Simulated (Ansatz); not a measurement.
Cells marked so need not be the phases stable at ambient conditions, and some may be hypothetical.

 Where the default PAW files enter, the runs use the earlier of Ansatz's two default sets.

No gap correction and no spin-orbit coupling; mid-gap values are interpolated between computed energies.

A. YOF (R-3m, not sure to be the ambient phase, 6 atoms a cell, 13.1 Å³ an atom, -2 GPa at this level), along the normal of (101)
B. CaSnO₃ (R-3, not sure to be the ambient phase, 10 atoms a cell, 13.5 Å³ an atom), along the normal of (101)
C. ZrP$_{2}$(HO$_{3}$)$_{2}$ (P-3, not sure to be the ambient phase, 11 atoms a cell, 12.7 Å³ an atom), along the normal of (001)
D. GaBO₃ (R-3c, not sure to be the ambient phase, 10 atoms a cell, 8.6 Å³ an atom), along the normal of (110)

**Question.** Rank these by mid-gap decay constant of the slowest evanescent state (highest first), as PBEsol run with Ansatz (a program for electronic structure) gives it.

**Answer.** C (0.59 1/Å), A (0.43 1/Å), D (0.34 1/Å), B (0.28 1/Å)
